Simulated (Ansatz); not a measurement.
Hypothetical diamond La: pressure 7.5 GPa

Start from La in the diamond structure (space group Fd-3m, No. 227; a = 6.563 Å; a hypothetical phase, not in the database extracts checked).

It is then changed as follows: a hydrostatic pressure of 7.5 GPa.

Computed with PBEsol/PAW in Ansatz (a quantum-chemistry and plane-wave program), scalar-relativistic without spin-orbit coupling. Settings: 12×12×12 k-points, 0.05 eV Fermi–Dirac smearing.

The volume per atom decreases by 3.48 Å³, from 35.34 Å³ to 31.86 Å³ and the lattice parameter a shrinks by 0.223 Å to 6.340 Å. The shortest interatomic distance shrinks by 0.097 Å to 2.745 Å and the enthalpy H = E + PV relative to the base's energy amounts to +1.56 eV/atom. The band gap remains zero.

Load acts through the strain it causes; cell and atoms are relaxed under it. Whether these cells are dynamically stable was not tested. No other phases were tried under pressure.
